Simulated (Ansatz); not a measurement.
Terminations of the (100) surface of fcc Al, measured from the surface 'a layer of Ag in place of the third plane'. Atoms come from or go to: Ag: fcc Ag, Al: fcc Al, In: tetragonal indium, Mg: hcp Mg, Mn: fcc-type Mn, layered antiferromagnet, Nb: bcc Nb, Rh: fcc Rh, Ru: hcp Ru, Sc: hcp Sc, Sn: beta tin, Ti: hcp Ti. ΔE is the energy of forming the row's surface from that one (negative: more stable at these reservoirs); the vacuum level's shift is aligned on the shared bottom. No zero-point or thermal terms. These are constructed structures in small cells; real faces may alloy, dewet or reconstruct in larger ones, and not all known structures of the face are among them. Slabs of about 10 Å with all that they carry, Fermi-Dirac smearing of 0.1 eV. Bottom of the slabs: a bare face, its two planes held. Relaxed from the named starts with such symmetry as they have, on meshes of like density; energies extrapolated to zero smearing; no spin-orbit coupling, no U. Spin-polarised runs, if any, are marked in brackets, and their order is one that fits the cell; the others ran without spin. A dash marks a value that is undefined for that row (no clear gap, or no work function of a gapped slab) or was not read reliably on its mesh.

Computed with PBE (plane waves to 420 eV, PAW; Ansatz, a program for electronic structure).

| surface | atoms added per 1x1 | ΔE per 1x1 (eV) | shift of the vacuum level (eV) | work function (eV) |
|---|---|---|---|---|
| c(2x2) surface alloy, Ag on one Al site of the top plane | -0.5 Ag, +0.5 Al | ___ | 0.04 | 4.35 |
| a pseudomorphic layer of Rh in the host's stacking | -1 Ag, +1 Al, +1 Rh | -0.59 | 0.27 | 4.58 |
| a layer of Sc in place of the second plane | -1 Ag, +1 Sc | -0.43 | -0.27 | 4.10 |
| a pseudomorphic layer of Mn in the host's stacking [spin, 3.6 μB a cell] | -1 Ag, +1 Al, +1 Mn | ___ | -0.41 | 3.94 |
| one row in 3 of the top plane missing | -1 Ag, +0.667 Al | 0.04 | -0.12 | 4.21 |
| a pseudomorphic layer of Mg in the host's stacking | -1 Ag, +1 Al, +1 Mg | ___ | -0.48 | 3.81 |
| a layer of Ru in place of the second plane | -1 Ag, +1 Ru | -1.06 | -0.92 | 3.52 |
| a pseudomorphic layer of Nb in the host's stacking | -1 Ag, +1 Al, +1 Nb | 0.53 | 0.59 | 4.89 |
| a pseudomorphic layer of In in the host's stacking | -1 Ag, +1 Al, +1 In | 0.00 | -0.54 | 3.73 |
| a layer of Mg in place of the second plane | -1 Ag, +1 Mg | ___ | -0.11 | 4.25 |
| a pseudomorphic layer of Sn in the host's stacking | -1 Ag, +1 Al, +1 Sn | 0.05 | -0.52 | 3.86 |
| a layer of Ti in place of the second plane | -1 Ag, +1 Ti | -0.59 | -0.54 | 3.87 |

### Question
Some entries are withheld; supply them.

### Answer

- c(2x2) surface alloy, Ag on one Al site of the top plane, ΔE per 1x1 (eV): -0.04
- a pseudomorphic layer of Mn in the host's stacking [spin, 3.6 μB a cell], ΔE per 1x1 (eV): 0.52
- a pseudomorphic layer of Mg in the host's stacking, ΔE per 1x1 (eV): -0.02
- a layer of Mg in place of the second plane, ΔE per 1x1 (eV): 0.11
